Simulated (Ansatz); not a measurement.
Start from AgI (space group P6_3mc, No. 186; a = 4.4352 Å, c = 14.6108 Å; layered, stacked along the Cartesian z axis).

The values are results of PBE-D3(BJ) (Ansatz, an electronic-structure program), no SOC, not measurements.

Base values:

* **Gap between the host's bands**: 1.45 eV
* **Gap character**: direct at Γ

One thing is altered: electron doping at 7.0×10^21 cm⁻³ (1.74 per cell), with a uniform compensating background at fixed cell and a 300 K Fermi–Dirac width.

How does this affect the gap between the host's bands?

The gap between the host's bands drops by 0.534 eV to 0.91 eV.

Predict the new Fermi level from band edge.

The Fermi level relative to the doped band's edge (positive inside the band; to 0.05 eV) amounts to +1.50 eV.

What happens to the gap character?

The gap character goes from direct at Γ to indirect, k = (0, 0.167, 0) in the run's primitive reciprocal basis → Γ.

How does this affect the largest internal atomic displacement?

The largest internal atomic displacement comes out as 0.223 Å.

Charged cell with a jellium background: band edges are those of the host's band count, energies are not comparable with the neutral cell, and many-body gap narrowing is missing. Spin-orbit coupling, missing from the scalar runs, can matter with I. No phonon test of stability was made.
